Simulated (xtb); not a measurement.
xtb 6.7.1, GFN2-xTB: Zn(k2OAc)2 (CC1[O][Zn]2([O]C(C)=[O]->2)<-[O]=1), 15 atoms. The geometry is a generated start, not checked to be a minimum at this level.

| Property | Result |
|---|---|
| run flags | --grad |
| method | GFN2-xTB |
| --acc | 1 (default) |
| --etemp (K) | 300 (default) |
| basis functions | 42 |
| valence electrons | 48 |

```xyz
15

Zn    -0.0049    -0.0063    -0.0068
C      0.1137     2.3076    -2.9697
C      0.0808     1.3799    -1.7884
O     -0.4336     0.2414    -1.9012
O      0.5470     1.7424    -0.6821
H      0.9777     2.9612    -2.9073
H      0.1205     1.7297    -3.8883
H     -0.7885     2.9148    -2.9396
C     -0.0991    -2.3003     2.9746
C     -0.0636    -1.3772     1.7919
O     -1.0170    -0.5931     1.5728
O      0.9152    -1.3959     1.0063
H      0.9115    -2.5051     3.3133
H     -0.7017    -1.8634     3.7650
H     -0.5580    -3.2357     2.6595
```

Charge 0 and multiplicity 1 are set for this test and not shown to be the ground state.

One run each on 1 thread. Values of broydamp tried: 0.02, 0.05, 0.1, 0.2, 0.4 (default), 0.6, 0.8, 1.

Q: How does the count of SCC iterations change with broydamp, and where is it least?

A: Fewest SCC iterations, within one of each other: 0.4 (default) with 10, 0.6 with 11. The count rises to 17 at 0.02. All converge to one solution.

```csv
broydamp,SCC iterations,end
0.02,17,same solution
0.05,16,same solution
0.1,14,same solution
0.2,12,same solution
0.4 (default),10,same solution
0.6,11,same solution
0.8,12,same solution
1,12,same solution
```
